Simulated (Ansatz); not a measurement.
Several settings converged on KMgF3 (Pm-3m, 5 atoms in the cell)

```
CELL_PARAMETERS angstrom
      4.00995     0.00000     0.00000
      0.00000     4.00995     0.00000
      0.00000     0.00000     4.00995
ATOMIC_POSITIONS crystal
  K  0.00000 0.00000 0.00000
  Mg 0.50000 0.50000 0.50000
  F  0.50000 0.00000 0.50000
  F  0.00000 0.50000 0.50000
  F  0.50000 0.50000 0.00000
```

Base method: LDA (PW92), default PAW files made with PBE (plane waves; Ansatz, a quantum-chemistry and plane-wave program).

Base settings: basis.ecutwfc = 420 eV; kpoints.mp_grid.grid = 6 6 6; hamiltonian.xc = lda; hamiltonian.pseudopotentials = {kind: paw} (the program's default PAW files); scf.occupations.method = fermi_dirac; scf.occupations.width = 0.02 eV.

Core times come from one kind of shared machine, to one figure; runs under 30 s give none.

**Zone-centre phonons against the mesh**

In this ladder: scf.occupations.method = fixed; scf.occupations.width = default; phonons.method = dfpt; phonons.dielectric = true; phonons.rigid_motions = translations.

Frequencies are those of the unrelaxed cell, without the LO-TO term of polar crystals.

Only quantities that move along the ladder and can be compared are tabulated.

| kpoints.mp_grid.grid | lowest optical frequency (cm⁻¹) | core time / last (rough) |
|---|---|---|
| 2 2 2 | 120.5 | – |
| 3 3 3 | 122.5 | – |
| 4 4 4 | 122.5 | – |
| 5 5 5 | 122.5 | – |
| 8 8 8 | 122.5 | 0.1 |
| 10 10 10 | 122.5 | 0.2 |
| 15 15 15 | 122.5 | 1 |

Coarsest kpoints.mp_grid.grid that holds the lowest optical frequency within 1 cm⁻¹ of the last step, with all finer ones: 3 3 3; the step before is off by 2.0 cm⁻¹.

**The force threshold of a relaxation**

On KMgF₃ (P4mm, 5 atoms in the cell): one atom moved by 0.15 angstrom.

In this ladder: relax = atoms.

The mesh stays at the base's, so the ladder's end is converged at best in this setting alone.

Only quantities that move along the ladder and can be compared are tabulated.

| relax.f_tol | free energy less the last step's (meV/atom) | largest force left (eV/Å) | relaxation steps |
|---|---|---|---|
| 0.2 eV/Å | 0.26 | 0.0816 | 2 |
| 0.1 eV/Å | 0.26 | 0.0816 | 2 |
| 0.05 eV/Å | 0.09 | 0.0365 | 3 |
| 0.03 eV/Å | 0.00 | 0.0011 | 4 |
| 0.02 eV/Å | 0.00 | 0.0011 | 4 |
| 0.01 eV/Å | 0.00 | 0.0011 | 5 |
| 0.005 eV/Å | 0.00 | 0.0011 | 5 |
| 0.002 eV/Å | 0.00 | 0.0011 | 5 |
| 0.001 eV/Å | 0.00 | 0.0001 | 6 |

Coarsest relax.f_tol that holds the free energy within 0.2 meV/atom of the last step, with all finer ones: 0.05 eV/Å; the step before is off by 0.26 meV/atom.

Coarsest relax.f_tol that holds the largest force left within 0.02 eV/Å of the last step, with all finer ones: 0.03 eV/Å; the step before is off by 0.036 eV/Å.

Two neighbours can agree and both be off: 0.2 eV/Å and 0.1 eV/Å differ by 0.00 meV/atom in the free energy, yet lie about 0.26 meV/atom from the last step.

On the base run: the starting cell has typed, rounded lattice constants, without a prior relaxation at this level. Its lattice was rescaled by up to half a per cent. In the base run, with a pressure of about -6 GPa the cell is away from its equilibrium volume at this level.

Keys are those of Ansatz 0.2.
